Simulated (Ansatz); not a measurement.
Base system: HgSe in the zinc blende structure (space group F-43m, No. 216; a = 6.133 Å). Axes: x, y, z lie along the cube axes.

The values are results of PBEsol/PAW in Ansatz (a program for electronic structure), scalar-relativistic without spin-orbit coupling, earlier PAW set, not measurements.

Base values:

The pressure is 0.0 GPa.

Now apply this change: biaxial strain −4.62 %, plane normal [001], relaxed out of plane (Cartesian); in-plane vectors clamped, the third vector and the atoms free.

Task: How does this affect the pressure and energy relative to the base?

Result: The pressure (mean of the normal stresses, compression positive) goes from zero to 1.3 GPa; the energy grows by 16 meV/atom.

The mesh was chosen for an insulator and is coarse for the gapless case. Stability against distortions was not tested. The final runs are not spin-polarised.
